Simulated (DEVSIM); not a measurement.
System: abrupt Si p-n junction, at 400 K.

Layer 1 from the left is Si, thickness (μm) 1.80, Na (cm⁻³) 1.4e17, τn (s) 4.2e-5, τp (s) 4.2e-5. Layer 2 from the left is Si, thickness (μm) 28.0, Nd (cm⁻³) 8.4e17, τn (s) 4.2e-5, τp (s) 4.2e-5.

Left contact: ohmic. Right contact: ohmic. Voltage is applied to the left contact. Recombination: SRH at mid-gap. Mobility is constant in doping.

Constants are typed, rounded textbook-type inputs, not results; the design itself was drawn at random and stands for no fabricated device. Values at 300 K; Nc and Nv go as T^1.5, mobilities as T to minus their exponent, the gap by Varshni's rule with the affinity fixed.

Si: gap (eV) 1.124, affinity (eV) 4.05, permittivity 11.7, Nc (cm⁻³) 2.86e19, Nv (cm⁻³) 3.1e19, μn (cm²/Vs) 1417, μp (cm²/Vs) 470, T exponent of μn 2.3, T exponent of μp 2.2, Varshni α (eV/K) 0.000473, Varshni β (K) 636.

Task: Estimate by hand the built-in potential, the peak field at zero bias, and compare with a numerical solution.

Result: 
- Built-in potential: ni = √(Nc Nv) exp(−Eg/2kT) = 5.68e12 cm⁻³ with Eg = 1.096 eV; Vbi = kT/q ln(Na Nd/ni²) = 0.759 V; numerical 0.759 V.
- Peak field at zero bias: depletion approximation: W = √(2εVbi/(qN)) = 0.0904 μm with N = 1.20e17 cm⁻³; field = 2Vbi/W = 168000 V/cm; numerical 161000 V/cm (estimate above by 4.5 %).

DEVSIM, 1D drift-diffusion, Boltzmann statistics, complete ionisation; no tunnelling, impact ionisation, image-force lowering or self-heating.
